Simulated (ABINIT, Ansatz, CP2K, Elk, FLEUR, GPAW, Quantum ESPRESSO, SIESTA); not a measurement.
## Code comparison for a sheet of PtS2 (3 atoms in the cell)

Self-consistent single point, at a second geometry (lattice scaled in the plane by 0.98). First geometry:

```
CELL_PARAMETERS angstrom
      3.35403     0.00000     0.00000
     -1.67701     2.90467     0.00000
      0.00000     0.00000    16.79262
ATOMIC_POSITIONS crystal
  Pt 0.00000 0.00000 0.50000
  S  0.33333 0.66667 0.58315
  S  0.66667 0.33333 0.41685
```

Shared settings, as Ansatz (a quantum-chemistry and plane-wave program) writes them: kpoints.mp_grid.grid = 11 11 1; scf.occupations.method = fermi_dirac; scf.occupations.width = 0.1 eV. Potentials and cutoffs stand in the table.

```csv
code,model,ΔF from the first geometry (meV/atom),largest force (eV/Å),gap on the mesh (eV),cutoff
GPAW,"PBE, GPAW PAW datasets PBE (gpaw-data 1.0.1)",68.5,0.166,–,600 eV
Ansatz,"PBE, default PAW files",68.2,0.124,1.354,420 eV
SIESTA,"GGA PBE, numerical atomic orbitals DZP, PseudoDojo PBE standard norm-conserving potentials (rewritten from UPF to PSML)",79.9,0.607,1.243,grid 300 Ry
Elk,"PBE, all-electron FP-LAPW, Elk's shipped species files, default APW+lo basis",–,–,1.356,default
Quantum ESPRESSO,"PBE, SSSP 1.1.2 efficiency (PBE) pseudopotentials",67.3,0.110,1.350,40 Ry
FLEUR,"PBE, all-electron FLAPW (FLEUR, film geometry), scalar-relativistic valence",70.4,0.076,1.355,Kmax 4.1 1/bohr
ABINIT,"PBE, PAW (JTH v2.0 PBE PAW)",72.2,0.235,1.308,21 Ha
CP2K,"PBE, GPW, DZVP-MOLOPT-SR-GTH basis, GTH-PBE potentials (GTH_POTENTIALS)",69.4,0.173,1.412,grid 500 Ry
```

A dash marks a value that a program does not give, or that is left out as unsure.

No gap is tabulated for GPAW: it is not read from that output, or partly filled or unconverged empty levels leave it unsure.

Gaps are read on the mesh.

On Ansatz's run: spin-orbit coupling is off.

The spread over the programs that give each value: ΔF from the first geometry within 12.6 meV/atom; largest force within 0.531 eV/Å; gap on the mesh within 0.169 eV.

SIESTA and CP2K use small atom-centred bases, whose incompleteness enters pressures, forces and empty levels differently from a plane-wave cutoff. Elk and FLEUR treat all electrons, but the usual bases taken here (sphere radii, linearisation, local orbitals, empty states) were not tested for convergence, so the values are no reference for the others. In the force vectors, SIESTA (by 0.462) and ABINIT (by 0.090) lie more than 0.08 eV/Å from the median of the plane-wave programs.

The starting cell was generated: these elements placed on a structure prototype, without a prior relaxation; it need not be a known phase or ordering of this composition. Its lattice was rescaled in the plane by a random factor within 2.5 % of one. For this run, on top of that: lattice scaled in the plane by 0.98.

Keys are those of Ansatz 0.2.
